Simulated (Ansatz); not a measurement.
The starting structures come from a database of crystals and need not be the phases stable at ambient conditions.

```
CELL_PARAMETERS angstrom
      5.04647     0.00000     0.00000
      0.00000     5.59399     0.00000
     -2.10909    -2.79699     3.83593
ATOMIC_POSITIONS crystal
  B  0.83739 0.49181 0.98362
  B  0.48468 0.82421 0.32640
  B  0.48468 0.50219 0.32640
  B  0.50470 0.16890 0.66290
  B  0.50470 0.49400 0.66290
  B  0.18076 0.30662 0.61324
  B  0.81175 0.68997 0.37994
  B  0.69482 0.81191 0.11502
  B  0.69482 0.30311 0.11502
  B  0.29914 0.18245 0.87862
  B  0.29914 0.69617 0.87862
  B  0.98897 0.00052 0.00104
  C  0.17505 0.50304 0.00608
  C  0.88191 0.12426 0.24852
  C  0.10357 0.87949 0.75898
```

Space group of this cell: Cm. The cell is taken as given.

Transport runs along the normal of the first two printed cell vectors.

No gap correction and no spin-orbit coupling; mid-gap values are interpolated between computed energies.

Estimate the band gap and the smallest decay constant κ at mid-gap that r2SCAN (Ansatz, a quantum-chemistry and plane-wave program) returns for this system.

Gap 3.22 eV on a 8×8×8 mesh; κ = 0.281 1/Å, at (0.500, 0.000) of the in-plane reciprocal vectors. At the zone centre, at the nearest computed energy, the slowest state has κ = 0.33 1/Å.
